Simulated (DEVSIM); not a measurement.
**abrupt Si p-n junction**

System: abrupt Si p-n junction, at 300 K.

```tsv
layer (left to right)	material	thickness (μm)	Nd (cm⁻³)	Na (cm⁻³)	τn (s)	τp (s)
1	Si	34.0	-	1.8e18	1.1e-7	1.1e-7
2	Si	140	4.5e15	-	1.1e-7	1.1e-7
```

Left contact: ohmic. Right contact: ohmic. Voltage is applied to the left contact. Recombination: SRH at mid-gap, Auger. Mobility is constant in doping.

The device is made up for the run: typed textbook-type constants, with dimensions and the other settings drawn at random. Values at 300 K.

```
parameter           Si
-------------  -------
gap (eV)         1.124
affinity (eV)     4.05
permittivity      11.7
Nc (cm⁻³)      2.86e19
Nv (cm⁻³)       3.1e19
μn (cm²/Vs)       1417
μp (cm²/Vs)        470
Cn (cm⁶/s)     2.8e-31
Cp (cm⁶/s)     9.9e-32
```

DEVSIM, 1D drift-diffusion, Boltzmann statistics, complete ionisation; no tunnelling, impact ionisation, image-force lowering or self-heating.

```
Property                                           Result
---------------------------------------------  ----------
Potential step across the device at zero bias     0.824 V
Largest field in the device at zero bias       77000 V/cm
Dark forward voltage at 1 A/cm²                   0.634 V
Dark forward voltage at 100 A/cm²                 1.488 V
```

Small-signal capacitance in reverse bias (quasi-static):

| V (V) | C (nF/cm²) |
|---|---|
| -0.04 | 22.3 |
| -0.1 | 21.4 |
| -0.2 | 20.2 |
| -0.3 | 19.1 |
| -0.4 | 18.2 |
| -0.6 | 16.8 |
| -0.8 | 15.6 |
| -1 | 14.7 |
| -1.3 | 13.5 |
| -1.6 | 12.6 |
| -2 | 11.7 |

Dark forward current:

(V (V), J (A/cm²)): (0.05, 6.0e-8); (0.15, 6.4e-7); (0.30, 1.9e-5); (0.40, 0.00036); (0.55, 0.076); (0.65, 1.5); (0.75, 6.2); (0.90, 17); (1.00, 26); (1.10, 37); (1.25, 57); (1.35, 73); (1.50, 100); (1.60, 130)
